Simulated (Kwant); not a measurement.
Device: quantum point contact (saddle potential) in a GaN two-dimensional gas. Effective mass 0.22 mₑ, grid spacing 8.3 nm, hard walls, nominal width 200 nm (25 grid rows, so walls 215.8 nm apart), one parabolic valley, scattering region 600 nm long along x; energies count from the band bottom; Fermi energy 0.00096 eV. Potential (V0 + ½k y²) cos²(πx/L) for |x| < L/2, with V0 swept from 0.001008 to 0 eV, k = 4.9e-07 eV/nm², L = 140 nm.

The device is made up for the run: typed textbook-type constants, with dimensions and the other settings drawn at random.

Model: effective-mass tight-binding model on a square grid, one spin, coherent transport at 0 K (Kwant). Conductance is in e²/h.

Sweep values stay those of the base run.

Base results: mean G (e²/h) over the sweep 1.16; G (e²/h) at V0 = 0.2630 meV 1.80; G (e²/h) at V0 = 0.5113 meV 1.10; G (e²/h) at V0 = 0.7596 meV 0.53.

Task: What follows from this one change: effective mass 0.22 → 0.29 mₑ?

Result: mean G over the sweep 1.16 → 1.33 e²/h; G at V0 = 0.2630 meV 1.80 → 2.01 e²/h; G at V0 = 0.5113 meV 1.10 → 1.24 e²/h; G at V0 = 0.7596 meV 0.53 → 0.62 e²/h.

Task: What follows from this one change: length of the gated region 140 → 35 nm?

Result: mean G over the sweep 1.16 → 2.15 e²/h; G at V0 = 0.2630 meV 1.80 → 2.62 e²/h; G at V0 = 0.5113 meV 1.10 → 2.11 e²/h; G at V0 = 0.7596 meV 0.53 → 1.64 e²/h.

Task: What follows from this one change: Fermi energy 0.00096 → 0.00067 eV?

Result: mean G over the sweep 1.16 → 0.57 e²/h; G at V0 = 0.2630 meV 1.80 → 1.03 e²/h; G at V0 = 0.5113 meV 1.10 → 0.36 e²/h; G at V0 = 0.7596 meV 0.53 → 0.032 e²/h.
